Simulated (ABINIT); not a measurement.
Band structure of TiN (Fm-3m, 2 atoms in the cell).

```yaml
crystal:
  lattice:
    - [0.00000, 2.14141, 2.14141]
    - [2.14141, 0.00000, 2.14141]
    - [2.14141, 2.14141, 0.00000]
  atoms:
    - { symbol: Ti, position: [0.00000, 0.00000, 0.00000] }
    - { symbol: N, position: [0.50000, 0.50000, 0.50000] }
```

Computed with PBE, norm-conserving pseudopotentials (PseudoDojo nc-sr-05 PBE standard) (plane waves; ABINIT).

Settings: pseudos = [Ti.upf, N.upf]; ecut = 84 Ry; occopt = 3; tsmear = 0.00183747 Ha; ngkpt = 17 17 17; nshiftk = 1; shiftk = 0 0 0; potentials = PseudoDojo nc-sr-05 PBE standard; kptopt = 1; nstep = 60; tolvrs1 = 1e-10; ndtset = 2; getden2 = 1.

The starting cell comes from a database of computed structures (which also holds hypothetical and non-ambient phases and stackings), without a prior relaxation at this level. Its lattice was rescaled by a random factor within 2.5 % of one. Spin polarisation is off; with an odd number of electrons in the cell that forces a metal, and a magnetic state may lie lower.

Levels in eV from the Fermi level, bands 5 to 12:
```csv
point,5,6,7,8,9,10,11,12
Γ,-16.94,-2.03,-2.03,-2.03,-0.59,-0.59,-0.59,0.57
X,-15.54,-5.78,-3.21,-3.21,-2.94,1.58,2.28,2.28
W,-15.11,-5.40,-5.40,-5.26,0.88,0.88,2.29,2.96
K,-15.15,-5.71,-5.65,-4.38,-0.46,1.90,2.21,3.41
L,-14.59,-7.92,-5.35,-5.35,1.61,1.61,2.24,5.51
U,-15.15,-5.71,-5.65,-4.38,-0.46,1.90,2.21,3.41
```

Bands cross the Fermi level along this path, so the cell is metallic at this level.
